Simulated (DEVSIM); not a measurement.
Structure: abrupt Si p-n junction, at 350 K.

Layer 1 from the left is Si, thickness (μm) 4.70, Na (cm⁻³) 1e16, τn (s) 3.9e-5, τp (s) 3.9e-5. Layer 2 from the left is Si, thickness (μm) 2.30, Nd (cm⁻³) 1.5e15, τn (s) 3.9e-5, τp (s) 3.9e-5.

Left contact: ohmic. Right contact: ohmic. Voltage is applied to the left contact. Recombination: SRH at mid-gap. Mobility is μmin + (μ − μmin)/(1 + (N/Nref)^α).

Constants are typed, rounded textbook-type inputs, not results; the design itself was drawn at random and stands for no fabricated device. Values at 300 K; Nc and Nv go as T^1.5, mobilities as T to minus their exponent, the gap by Varshni's rule with the affinity fixed.

Si: gap (eV) 1.124, affinity (eV) 4.05, permittivity 11.7, Nc (cm⁻³) 2.86e19, Nv (cm⁻³) 3.1e19, μn (cm²/Vs) 1417, μp (cm²/Vs) 470, μn,min 52, μp,min 45, Nref,n 9.7e16, Nref,p 2.2e17, αn 0.68, αp 0.72, T exponent of μn 2.3, T exponent of μp 2.2, Varshni α (eV/K) 0.000473, Varshni β (K) 636.

DEVSIM, 1D drift-diffusion, Boltzmann statistics, complete ionisation; no tunnelling, impact ionisation, image-force lowering or self-heating.

Dark forward current:

| |V| (V) | |J| (A/cm²) |
|---|---|
| 0.05 | 4.253e-6 |
| 0.10 | 2.609e-5 |
| 0.15 | 0.0001385 |
| 0.20 | 0.0007169 |
| 0.25 | 0.003690 |
| 0.30 | 0.01892 |
| 0.35 | 0.09638 |
| 0.40 | 0.4797 |
| 0.45 | 2.206 |
| 0.50 | 8.363 |
| 0.55 | 24.28 |
| 0.60 | 55.80 |
| 0.65 | 107.7 |
| 0.70 | 182.8 |
| 0.75 | 281.8 |
| 0.80 | 404.5 |
| 0.85 | 550.1 |
| 0.90 | 717.2 |
| 0.95 | 904.2 |
| 1.00 | 1109 |
| 1.05 | 1329 |
| 1.10 | 1563 |
| 1.15 | 1807 |
| 1.20 | 2058 |

Work out the local ideality factor n = ΔV / (kT/q · ln(J2/J1)) between the rows 0.15 and 0.20 V, 1.15 and 1.20 V.

kT/q = 30.16 mV. From 0.15 to 0.20 V: ln(0.0007169/0.0001385) = 1.644, n = 1.01, near the 1 of diffusion or emission over a barrier. From 1.15 to 1.20 V: ln(2058/1807) = 0.130, n = 12.75.

Estimate the current at 0.25 V from the Shockley equation with J0 = Σ q ni² D/(N L) coth(W/L), τ joining the SRH, radiative and Auger lifetimes that are on, and W taken as the whole layer.

ni² = 1.43e23 cm⁻⁶; electrons in the p layer: μ = 826 cm²/Vs, D = 24.9 cm²/s, τ = 3.90e-5 s, L = 312 μm, W/L = 0.015, term 1.21e-7 A/cm²; holes in the n layer: μ = 327 cm²/Vs, D = 9.85 cm²/s, τ = 3.90e-5 s, L = 196 μm, W/L = 0.012, term 6.53e-7 A/cm². J0 = 7.74e-7 A/cm², and J = J0 exp(qV/kT) = 0.00308 A/cm². The simulation gives 0.00369 A/cm²; the estimate lies 16 % below. The estimate leaves out recombination in the depletion region and that region's share of W.
